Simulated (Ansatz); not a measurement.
For PdGe2 (model structure, started from the C54 type, Fddd, No. 70, 6 atoms in the cell), PBE (Ansatz, an electronic-structure program, plane waves, PAW) gives:

```
Item                           Result
---------------------  --------------
volume per atom         17.22 Å³/atom
enthalpy of formation  -0.072 eV/atom
```

**Question.** What does PBE-D3(BJ) (Ansatz, plane waves, PAW) give for the same quantities?

**Answer.** 
- equilibrium volume per atom: 16.49 Å³/atom (shrinks by 4.2 %)
- formation enthalpy: -0.115 eV/atom (moves by -0.043 eV/atom)

Changes are worked out from the printed values.

Unless a cell is named, each level is at its own relaxed cell (PBE 17.22, PBE-D3(BJ) 16.49 Å³/atom).

Ansatz's density-functional and Hartree–Fock values are scalar-relativistic unless marked +SOC, with PAW data made under PBE.

A model structure was made by putting elements into a prototype or built by hand; it is no filed structure, need not be a known phase, and can be a saddle point held by its symmetry.
